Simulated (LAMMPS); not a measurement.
MD of Pd (fcc) at zero pressure, 4000 atoms, as a liquid; each row is its own run.

Model: classical MD, pair style eam, the elements' _u3.eam files (universal-3 set of Foiles, Baskes and Daw), run in LAMMPS.

| T (K) | volume (Å³/atom) |
|---|---|
| 1010 | 15.627 |
| 1280 | 15.895 |
| 1460 | 16.080 |
| 1650 | 16.273 |
| 1830 | 16.461 |
| 2280 | 16.944 |
| 2380 | 17.053 |
| 2560 | 17.263 |
| 2920 | 17.685 |

### Question
Fit a straight line, y = a + b x, to these rows (x is the first column, y the second) and predict the run at x = 2010.

### Answer
Least squares gives a = 14.516 and b = 0.001073. At x = 2010 the fit predicts 16.673 Å³/atom. The run itself gave 16.647 ± 0.002 Å³/atom, so the fit is 0.16 % high.

Caution (rows 1010; 1280): this liquid lies under the melting point of about 1420 K that EAM-type universal-3 set of Foiles, Baskes and Daw gives, so it is undercooled.
